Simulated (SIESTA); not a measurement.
## Several settings converged on a (001) slab of Mg (cut from a parent of space group no. 194; 4 atoms in the cell)

```
CELL_PARAMETERS angstrom
      3.20037     0.00000     0.00000
     -1.60018     2.77160     0.00000
      0.00000     0.00000    21.79160
ATOMIC_POSITIONS crystal
  Mg 0.66667 0.33333 0.44041
  Mg 0.33333 0.66667 0.32122
  Mg 0.66667 0.33333 0.67878
  Mg 0.33333 0.66667 0.55959
```

Base method: LDA PW92, numerical atomic orbitals TZP, PseudoDojo LDA standard norm-conserving potentials (rewritten from UPF to PSML) in SIESTA 5.4.2.

Base settings: XC.functional = LDA; XC.authors = PW92; potentials = PseudoDojo LDA standard; PAO.BasisSize = TZP; PAO.EnergyShift = 0.01 Ry; MeshCutoff = 300 Ry; kgrid.MonkhorstPack = 11 11 1; OccupationFunction = FD; ElectronicTemperature = 0.1 eV; MaxSCFIterations = 150.

**The cutoff of the real-space grid**

The mesh stays at the base's, so the ladder's end is converged at best in this setting alone.

Only quantities that move along the ladder and can be compared are tabulated.

```csv
MeshCutoff,free energy less the last step's (meV/atom),largest difference of a force vector from the last step's (eV/Å)
150 Ry (153 Ry used),-0.70,0.040
180 Ry (189 Ry used),-0.52,0.015
210 Ry (215 Ry used),0.07,0.006
255 Ry (272 Ry used),-0.02,0.003
300 Ry (324 Ry used),-0.03,0.002
360 Ry (364 Ry used),0.01,0.001
450 Ry (466 Ry used),0.00,0.001
600 Ry (611 Ry used),0.00,0.000
```

Coarsest MeshCutoff that holds the forces within 0.01 eV/Å of the last step, with all finer ones: 210 Ry (215 Ry used); the step before is off by 0.015 eV/Å.

**The depth of the relaxed slab**

On the (001) slab of Mg (cut from a parent of space group no. 194; 2 atoms in the cell), and deeper slabs.

In this ladder: MD.TypeOfRun = CG; MD.Steps = 40; MD.MaxForceTol = 0.02 eV/Ang.

Surface energy = (E_slab − N e_bulk)/2A, with e_bulk from the bulk crystal on its finest mesh (3439 k-points); errors per atom of slab and bulk, whose meshes differ, grow with N.

The mesh stays at the base's, so the ladder's end is converged at best in this setting alone.

Only quantities that move along the ladder and can be compared are tabulated; forces are left out, as grid noise moves with the cell.

```tsv
atoms	surface energy (J/m²)	relaxation steps
2	0.859	3
6	0.797	7
8	0.796	9
10	0.785	13
```

Smallest size that holds the surface energy within 0.05 J/m² of the last step, with all finer ones: 6; the step before is off by 0.074 J/m².

On the base run: the starting cell has typed, rounded lattice constants, without a prior relaxation at this level. The slab is cut from that crystal, and its faces are unrelaxed. Its lattice was rescaled by up to half a per cent. Values carry the incompleteness of an atom-centred basis.
